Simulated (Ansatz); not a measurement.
The parent structure is GaN in the zinc blende structure (space group F-43m, No. 216).

```xyz
2
Lattice="0.0000 2.2490 2.2490 2.2490 0.0000 2.2490 2.2490 2.2490 0.0000" Properties=species:S:1:pos:R:3 pbc="T T T"
N      3.3736     3.3736     3.3736
Ga     0.0000     0.0000     0.0000
```

Level of theory: Ansatz (a quantum-chemistry and plane-wave program) PBEsol, scalar-relativistic without spin-orbit coupling.

Base values:

- Gap between the host's bands = 1.70 eV

Modification: 0.0228 holes added to each cell, a density of 1.0×10^21 cm⁻³, with a uniform compensating background at fixed cell and a 300 K Fermi–Dirac width.

What does the calculation give for the Fermi level from band edge after the change?

The Fermi level relative to the doped band's edge (positive inside the band; to 0.05 eV) amounts to +0.10 eV.

Predict the new gap between the host's bands.

The gap between the host's bands grows by 0.023 eV (1.70 eV → 1.73 eV).

Charged cell with a jellium background: band edges are those of the host's band count, energies are not comparable with the neutral cell, and many-body gap narrowing is missing. Whether these cells are dynamically stable was not tested. This is not the structure that GaN has at room temperature and ambient pressure.
